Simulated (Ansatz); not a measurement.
## BP: band gap against strain

BP (zinc blende, F-43m, 11.319 Å³/atom at rest) under an equal strain ε in the (111) plane with the normal axis free, as in a coherent film. LDA in Ansatz, a plane-wave DFT program (PAW, default set), 420 eV, 13×13×13 Γ-centred mesh, Fermi-Dirac smearing 0.05 eV; ions are relaxed within the symmetry of each cell. Gaps are the smallest over the k-mesh and a band path, without spin-orbit coupling; in all rows the valence edge lies at Γ and the conduction edge at about 1.2 Å⁻¹ from Γ.

Here s stands for strain and Eg for gap.

| strain (%) | gap (eV) |
|---|---|
| -2.50 | ? |
| -1.25 | 1.05 |
| -0.83 | 1.09 |
| -0.42 | 1.12 |
| 0.00 | 1.14 |

Task: Using a straight line, estimate the missing Eg at s = -2.50 from the other rows, showing the fit.

Result: Means: s -0.62500, Eg 1.100. About the means, the sum of products is 0.062400 and the sum of squares of s is 0.86530; the slope is their ratio. Least squares gives Eg = 1.145 + 0.0721·s. Residuals (row less fit): -0.005, 0.005, 0.005, -0.005; standard error 0.007 (degrees of freedom: 2). Over these rows the gap moves by 7.2 ± 0.8 eV per unit strain. At the withheld row, Eg = 1.145 + 0.0721 × (-2.50) = 0.965 eV. The calculation gives 0.91 eV, 0.055 eV below the prediction (23.9 % of the range of Eg in the table). The row lies outside the fitted rows, so this is an extrapolation. From the scatter of the fitted rows alone, a prediction at this place has a standard error of 0.016 eV, so the miss is 3.4 times that.

One order more, fitted to all 7 runs of the series, follows each within 0.01, so the miss is the next term of a smooth law. Rows are the converged runs of the series near zero and its far end; series whose fitted rows scatter by over a few per cent of the range, as at a crossing or softening among them, aren't shown in this form. Most that stay on the fit to the last digits aren't either.
